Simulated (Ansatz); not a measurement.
1T (CdI2-type) CaI₂ was calculated with PBE0 (Ansatz, a first-principles code, PAW).

Numerical settings: plane-wave cutoff 500 eV, 6×6×4 k mesh (along the axes of the cell as run), gaussian smearing 0.02 eV, scalar-relativistic PAW data made under PBE.

Cell (relaxed with r²SCAN):

```
CaI2
1.0
    4.51725     0.00000     0.00000
   -2.25862     3.91205     0.00000
    0.00000     0.00000     7.24634
Ca I
1 2
Direct
  0.00000   0.00000   0.00000
  0.33333   0.66667   0.24323
  0.66667   0.33333   0.75677
```

Problem. Predict the band gap.

Solution. 
* **band gap**: 5.49 eV (on the SCF k mesh)

Note: the cell comes from a level without a dispersion term, which matters for the spacing of layers, chains or molecules; cell and atoms aren't relaxed at this level (largest force component 0.04 eV/Å); the cell has widely spaced layers and the level no dispersion term, so their spacing and the moduli can rest on weak binding.

Spin–orbit coupling is not included; with these elements it can move the gap by several tenths of an eV or more.

It cost around 4 core-minutes (rough) of CPU time.
